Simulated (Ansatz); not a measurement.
# How a calculation on Zr₃AlN₂ (P6_3/mmc, 12 atoms in the cell) responds to its settings

```cif
data_Al2N4Zr6
_chemical_formula_sum 'Zr6 Al2 N4'
_space_group_name_H-M_alt 'P63/mmc'
_space_group_IT_number 194
_space_group_name_Hall '-P 6c 2c'
_cell_length_a 3.11654
_cell_length_b 3.11654
_cell_length_c 17.95541
_cell_angle_alpha 90.000
_cell_angle_beta 90.000
_cell_angle_gamma 120.000
loop_
_atom_site_label
_atom_site_type_symbol
_atom_site_symmetry_multiplicity
_atom_site_Wyckoff_symbol
_atom_site_fract_x
_atom_site_fract_y
_atom_site_fract_z
_atom_site_occupancy
Zr1 Zr 2 a 0.00000 0.00000 0.00000 1
Zr2 Zr 4 f 0.33333 0.66667 0.13500 1
Al1 Al 2 b 0.00000 0.00000 0.25000 1
N1 N 4 f 0.66667 0.33333 0.07250 1
```

Base run A: PBE (Ansatz, a first-principles code), self-consistent single point.

Its settings: basis.ecutwfc = 420 eV; kpoints.mp_grid.grid = 10 10 2; hamiltonian.xc = pbe; hamiltonian.pseudopotentials = {kind: paw} (the program's default PAW files); scf.occupations.method = fermi_dirac; scf.occupations.width = 0.1 eV.

The starting cell was generated: these elements placed on a structure prototype, without a prior relaxation; it need not be a known phase or ordering of this composition. In the base run, with a pressure of about 44 GPa the cell is away from its equilibrium volume at this level. In the base run, forces exceed 1 eV/Å. Ansatz's pressure includes its estimate of the finite-basis (Pulay) stress.

Runs:
- B: hamiltonian.xc: pbe → lda [LDA (PW92)]
- C: hamiltonian.xc: pbe → pbesol [PBEsol]
- D: hamiltonian.xc: pbe → rpbe [RPBE]
- E: hamiltonian.xc: pbe → revpbe [revPBE]
- F: hamiltonian.xc: pbe → blyp [BLYP]
- G: basis.ecutwfc: 420 eV → 500 eV; hamiltonian.xc: pbe → r2scan [r2SCAN]

```json
[
 {"run": "A", "pressure (GPa)": "44.44", "largest force (eV/Å)": "1.385"},
 {"run": "B", "pressure (GPa)": "32.93", "largest force (eV/Å)": "1.082"},
 {"run": "C", "pressure (GPa)": "(withheld)", "largest force (eV/Å)": "1.115"},
 {"run": "D", "pressure (GPa)": "(withheld)", "largest force (eV/Å)": "1.481"},
 {"run": "E", "pressure (GPa)": "47.07", "largest force (eV/Å)": "1.450"},
 {"run": "F", "pressure (GPa)": "52.81", "largest force (eV/Å)": "1.872"},
 {"run": "G", "pressure (GPa)": "44.62", "largest force (eV/Å)": "1.517"}
]
```

Complete the blanks.


- C, pressure (GPa): 37.68
- D, pressure (GPa): 48.05

Keys are those of Ansatz 0.2.
